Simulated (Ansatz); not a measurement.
System: Be₃N₂ (Ia-3, No. 206). Method: r²SCAN+rVV10 in Ansatz (PAW).

Settings: plane-wave cutoff 560 eV, 6×6×6 k mesh, Fermi–Dirac smearing 0.01 eV, scalar-relativistic PAW data made under PBE.

Equation-of-state points:

```
V (Å³/atom)  E − E_lowest (meV/atom)
-----------  -----------------------
6.393                           8.09
6.526                           1.96
6.659                           0.00
6.792                           1.83
6.925                           7.13
```

**Question.** Estimate the bulk modulus and its pressure derivative from these points.

**Answer.** V0 = 6.659 Å³/atom, B0 = 228 GPa, B′ = 3.6 (fit to the energies at full precision).

The computed numbers hold no vibrational or temperature effects.

Computing time: about 16 core-minutes (a rough figure).

Ansatz is a program for electronic structure.
